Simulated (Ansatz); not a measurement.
**Os: response to strain**

The reference is Os in the hcp (Mg type) structure (space group P6_3/mmc, No. 194; a = 2.729 Å, c = 4.309 Å; relaxed with 0.1 eV smearing). Axes: x lies along a and z along c of the hexagonal cell.

Strains are applied to the cell and any free atomic positions relax.

Calculations: Ansatz (a first-principles code) PBEsol, spin-orbit coupling left out.

Notes on the quantities. energy relative to the base: free energy F; pressure: mean of the normal stresses, compression positive.

```
change                       energy relative to the base  pressure  volume per atom
---------------------------  ---------------------------  --------  ---------------
base                                          0 meV/atom   0.0 GPa         13.90 Å³
tensor shear ε_xz = +2.00 %                            ?         ?         13.89 Å³
tensor shear ε_xz = +0.86 %                +3.5 meV/atom   0.1 GPa         13.90 Å³
tensor shear ε_xz = +1.43 %                +9.8 meV/atom   0.3 GPa         13.89 Å³
tensor shear ε_xz = +1.14 %                +6.2 meV/atom   0.2 GPa         13.89 Å³
tensor shear ε_xz = +0.29 %                +0.4 meV/atom   0.0 GPa         13.90 Å³
tensor shear ε_xz = +1.71 %                 +14 meV/atom   0.5 GPa         13.89 Å³
tensor shear ε_xz = +0.57 %                +1.6 meV/atom   0.1 GPa         13.90 Å³
```

**Question.** Complete the table.

**Answer.** 
- tensor shear ε_xz = +2.00 %, energy relative to the base: +19 meV/atom
- tensor shear ε_xz = +2.00 %, pressure: 0.7 GPa

No phonon test of stability was made. All final runs are without spin polarisation.
